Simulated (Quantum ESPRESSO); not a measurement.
Habitual settings against a tight run: SrNiF₆ (R-3m, 8 atoms in the cell)

Self-consistent single point.

```xyz
8
Lattice="3.4896 2.0147 2.1649 -3.4896 2.0147 2.1649 0.0000 -4.0295 2.1649" Properties=species:S:1:pos:R:3 pbc="T T T"
Sr     0.0000     0.0000     3.2473
Ni     0.0000     0.0000     0.0000
F      0.0000     2.6359     3.2736
F      0.0000    -2.6359     3.2210
F     -2.2827    -1.3179     3.2736
F      2.2827     1.3179     3.2210
F      2.2827    -1.3179     3.2736
F     -2.2827     1.3179     3.2210
```

Method of the run: PBEsol, GBRV 1.5 ultrasoft (PBESOL) pseudopotentials (plane waves; Quantum ESPRESSO).

Base settings: ecutwfc = 50 Ry; ecutrho = 400 Ry; occupations = smearing; smearing = gaussian; degauss = 0.000734986 Ry; potentials = {Sr: sr_pbesol_v1.uspp.F.UPF, Ni: ni_pbesol_v1.4.uspp.F.UPF, F: f_pbesol_v1.4.uspp.F.UPF}; K_POINTS = automatic 8 8 8 0 0 0; conv_thr = 1e-10 Ry; mixing_beta = 0.4.

Tight run (finer mesh or higher cutoff; not a proven limit): ecutwfc: 50 Ry → 70 Ry; ecutrho: 400 Ry → 560 Ry; conv_thr: 1e-10 Ry → 7.3e-11 Ry; K_POINTS: automatic 8 8 8 0 0 0 → automatic 11 11 11 0 0 0. It gave top of the valence band (on the code's own zero) 4.75 eV; gap on the k-point mesh 1.51 eV; pressure 7.19 GPa; largest force (vector length) 0.698 eV/Å.

Quick runs, as changes from the base:
- A: the base itself
- B: ecutwfc: 50 Ry → 30 Ry; ecutrho: 400 Ry → 240 Ry; conv_thr: 1e-10 Ry → 7.3e-05 Ry; K_POINTS: automatic 8 8 8 0 0 0 → automatic 6 6 6 1 1 1
- C: ecutwfc: 50 Ry → 35 Ry; ecutrho: 400 Ry → 280 Ry; smearing: gaussian → methfessel-paxton; degauss: 0.000734986 Ry → 0.0147 Ry
- D: ecutwfc: 50 Ry → 25 Ry; ecutrho: 400 Ry → 200 Ry; smearing: gaussian → methfessel-paxton; degauss: 0.000734986 Ry → 0.0147 Ry; K_POINTS: automatic 8 8 8 0 0 0 → automatic 4 4 4 1 1 1
- E: ecutwfc: 50 Ry → 40 Ry; ecutrho: 400 Ry → 320 Ry; smearing: gaussian → methfessel-paxton; degauss: 0.000734986 Ry → 0.0147 Ry; K_POINTS: automatic 8 8 8 0 0 0 → automatic 6 6 6 0 0 0
- F: ecutwfc: 50 Ry → 35 Ry; ecutrho: 400 Ry → 280 Ry; smearing: gaussian → fermi-dirac; degauss: 0.000734986 Ry → 0.0099958 Ry; K_POINTS: automatic 8 8 8 0 0 0 → automatic 4 4 4 0 0 0

Dashes: pressure of B, not trusted under this conv_thr with d or f elements; time of B, D, under 30 s.

Gaps are read on each run's own mesh, which may miss the band edges.

The count of work is k-points × plane waves × bands × iterations; it is no time. Core times come from one kind of shared machine and are given to one figure; runs under 30 s give none.

The starting cell comes from a database of computed structures (which also holds hypothetical and non-ambient phases and stackings), without a prior relaxation at this level. Its lattice was rescaled by a random factor within 2.5 % of one. In the base run, with a pressure of about 7 GPa the cell is away from its equilibrium volume at this level.

| run | energy less tight (meV/atom) | pressure less tight (GPa) | largest miss in a force vector (eV/Å) | gap on the mesh less tight (eV) | count of work / tight | core time / tight (rough) |
|---|---|---|---|---|---|---|
| A | 1.3 | -0.02 | 0.000 | -0.005 | 0.27 | 0.3 |
| B | 467.6 | – | 0.045 | -0.078 | 0.027 | – |
| C | 75.4 | -9.71 | 0.040 | -0.016 | 0.16 | 0.1 |
| D | 2230.9 | -158.75 | 0.920 | -0.158 | 0.015 | – |
| E | 8.2 | -1.38 | 0.004 | -0.005 | 0.095 | 0.07 |
| F | 75.6 | -9.67 | 0.044 | -0.015 | 0.029 | 0.04 |

Among the runs at the tight run's level, the energy misses run from 1.3 to 2230.9 meV/atom.
